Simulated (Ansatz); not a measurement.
**Several settings converged on LaAs (Fm-3m, 2 atoms in the cell)**

```xyz
2
Lattice="0.0000 3.1146 3.1146 3.1146 0.0000 3.1146 3.1146 3.1146 0.0000" Properties=species:S:1:pos:R:3 pbc="T T T"
La     0.0000     0.0000     0.0000
As     3.1146     3.1146     3.1146
```

Base method: LDA (PW92), default PAW files made with PBE (plane waves; Ansatz, an electronic-structure program).

Base settings: basis.ecutwfc = 420 eV; kpoints.mp_grid.grid = 9 9 9; hamiltonian.xc = lda; hamiltonian.pseudopotentials = {kind: paw} (the program's default PAW files); scf.occupations.method = gaussian; scf.occupations.width = 0.1 eV.

**Zone-centre phonons against the cutoff**

In this ladder: phonons.method = dfpt.

The mesh stays at the base's, so the ladder's end is converged at best in this setting alone.

Frequencies are those of the unrelaxed cell, without the LO-TO term of polar crystals.

Only quantities that move along the ladder and can be compared are tabulated.

| basis.ecutwfc | highest zone-centre frequency (cm⁻¹) |
|---|---|
| 210 eV | 72.7 |
| 250 eV | 118.6 |
| 295 eV | 104.8 |
| 355 eV | 104.9 |
| 420 eV | 105.0 |
| 505 eV | 105.0 |
| 630 eV | 105.0 |

Coarsest basis.ecutwfc that holds the highest zone-centre frequency within 10 cm⁻¹ of the last step, with all finer ones: 295 eV; the step before is off by 14 cm⁻¹.

**The force threshold of a relaxation**

On LaAs (I4mm, 2 atoms in the cell): one atom moved by 0.15 angstrom.

In this ladder: relax = atoms.

The mesh stays at the base's, so the ladder's end is converged at best in this setting alone.

Only quantities that move along the ladder and can be compared are tabulated.

```tsv
relax.f_tol	free energy less the last step's (meV/atom)	largest force left (eV/Å)	relaxation steps
0.2 eV/Å	0.39	0.0558	2
0.1 eV/Å	0.39	0.0558	2
0.05 eV/Å	0.00	0.0015	3
0.03 eV/Å	0.00	0.0014	3
0.02 eV/Å	0.00	0.0014	3
0.01 eV/Å	0.00	0.0014	4
0.005 eV/Å	0.00	0.0014	4
0.002 eV/Å	0.00	0.0014	4
0.001 eV/Å	0.00	0.0000	5
```

Coarsest relax.f_tol that holds the free energy within 0.2 meV/atom of the last step, with all finer ones: 0.05 eV/Å; the step before is off by 0.39 meV/atom.

Coarsest relax.f_tol that holds the largest force left within 0.01 eV/Å of the last step, with all finer ones: 0.05 eV/Å; the step before is off by 0.056 eV/Å.

Two neighbours can agree and both be off: 0.2 eV/Å and 0.1 eV/Å differ by 0.00 meV/atom in the free energy, yet lie about 0.39 meV/atom from the last step.

On the base run: the starting cell comes from a database of computed structures (which also holds hypothetical and non-ambient phases and stackings), without a prior relaxation at this level. Its lattice was rescaled by up to half a per cent. In the base run, with a pressure of about -5 GPa the cell is away from its equilibrium volume at this level.

Keys are those of Ansatz 0.2.
